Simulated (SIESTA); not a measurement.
Band structure of Na2Cl (P4/mmm, 6 atoms in the cell).

```xyz
6
Lattice="3.5675 0.0000 0.0000 0.0000 3.5675 0.0000 0.0000 0.0000 12.6329" Properties=species:S:1:pos:R:3 pbc="T T T"
Na     0.0000     0.0000     2.8664
Na     0.0000     0.0000     9.7665
Na     0.0000     0.0000     6.3164
Na     1.7837     1.7837     0.0000
Cl     1.7837     1.7837     4.5375
Cl     1.7837     1.7837     8.0954
```

Method of the run: SIESTA with LDA PW92, numerical atomic orbitals DZP, PseudoDojo LDA standard norm-conserving potentials (rewritten from UPF to PSML).

Settings: XC.functional = LDA; XC.authors = PW92; potentials = PseudoDojo LDA standard; PAO.BasisSize = DZP; PAO.EnergyShift = 0.01 Ry; MeshCutoff = 350 Ry; kgrid.MonkhorstPack = 8 8 2; OccupationFunction = FD; ElectronicTemperature = 136 meV; MaxSCFIterations = 150; SCF.Mixer.Method = Broyden; SCF.Mixer.Weight = 0.25; SCF.Mixer.History = 6; SCF.DM.Tolerance = 1.0E-05.

The starting cell comes from a database of computed structures (which also holds hypothetical and non-ambient phases and stackings), without a prior relaxation at this level. Its lattice was rescaled by a random factor within 2.5 % of one. Values carry the incompleteness of an atom-centred basis. The run gives no clean gap (levels at the Fermi energy touch, overlap or are partly filled at this smearing), which alone does not show that the compound is a metal.

Levels in eV from the Fermi level, bands 22 to 27:
| point | 22 | 23 | 24 | 25 | 26 | 27 |
|---|---|---|---|---|---|---|
| Γ | -4.02 | -3.88 | -3.88 | -2.74 | -0.81 | 0.42 |
| X | -4.39 | -3.76 | -3.66 | -0.01 | 0.33 | 1.68 |
| M | -5.42 | -4.90 | -4.08 | 2.00 | 2.48 | 2.48 |
| Z | -4.02 | -3.88 | -3.88 | -2.57 | -1.23 | 1.21 |
| R | -4.40 | -3.76 | -3.66 | 0.03 | 0.42 | 1.38 |
| A | -5.43 | -4.90 | -4.10 | 2.01 | 2.62 | 2.65 |

Bands cross the Fermi level along this path, so the cell is metallic at this level.

Higher empty bands are left out: an atom-centred basis made for the valence describes them poorly.
